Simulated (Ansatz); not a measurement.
Partial pair distribution functions of a relaxed model of amorphous Se50S10, broadened by 0.06 Å; density 4.25 g/cm³. Level of theory: PBE-D3(BJ), scalar-relativistic without spin-orbit coupling, PAW (Ansatz default set, large-core Se) (plane waves to 420 eV; Ansatz, a first-principles code).

A CHGNet melt-quench gave the starting glass, which DFT then relaxed. The hot cell started wider than the set density and was brought back towards it in steps. It is the lowest in DFT energy of 3 quenches. It is a model cell: composition and starting density were chosen by hand, and all elements were melted together. The geometry includes D3(BJ) dispersion. Its density started from a set value of 3.99 and ended at 4.25 g/cm³. The quench (nominally 79 K/ps over its main leg) was far faster than any real one, so the model tends to hold more defects than a real film. Values belong to this one cell and scatter from quench to quench. Volume and shape were free in the relaxation.

| r (Å) | g Se-Se | g Se-S | g S-S |
|---|---|---|---|
| 1.80 | 0.00 | 0.00 | 0.02 |
| 1.90 | 0.00 | 0.00 | 1.47 |
| 2.00 | 0.00 | 0.15 | 8.45 |
| 2.10 | 0.00 | 1.12 | 3.09 |
| 2.20 | 0.11 | 2.71 | 0.07 |
| 2.30 | 1.68 | 2.78 | 0.00 |
| 2.40 | 3.79 | 0.63 | 0.00 |
| 2.50 | 1.84 | 0.03 | 0.00 |
| 2.60 | 0.45 | 0.00 | 0.00 |
| 2.70 | 0.13 | 0.00 | 0.00 |
| 2.80 | 0.14 | 0.10 | 0.00 |
| 2.90 | 0.48 | 0.66 | 0.00 |
| 3.00 | 0.74 | 0.57 | 0.00 |
| 3.10 | 0.85 | 0.35 | 0.00 |
| 3.20 | 0.76 | 0.79 | 0.01 |
| 3.30 | 0.93 | 1.03 | 0.50 |
| 3.40 | 1.07 | 1.71 | 1.51 |
| 3.50 | 1.20 | 2.43 | 0.32 |
| 3.60 | 1.35 | 2.00 | 0.76 |
| 3.70 | 1.37 | 1.61 | 1.38 |
| 3.80 | 1.70 | 1.37 | 1.32 |
| 3.90 | 1.47 | 1.29 | 0.31 |
| 4.00 | 1.14 | 0.76 | 0.01 |
| 4.10 | 1.00 | 1.12 | 0.00 |
| 4.20 | 1.00 | 1.53 | 0.00 |
| 4.30 | 0.88 | 1.60 | 0.02 |
| 4.40 | 0.95 | 0.52 | 0.55 |
| 4.50 | 1.07 | 0.59 | 1.47 |
| 4.60 | 0.73 | 1.21 | 1.62 |
| 4.70 | 0.56 | 0.97 | 0.28 |
| 4.80 | 0.62 | 0.71 | 0.71 |
| 4.90 | 0.51 | 0.68 | 0.84 |
| 5.00 | 0.76 | 0.76 | 1.55 |
| 5.10 | 0.80 | 0.85 | 1.62 |

Within 2.72 Å each Se has 1.76 Se neighbours on average.
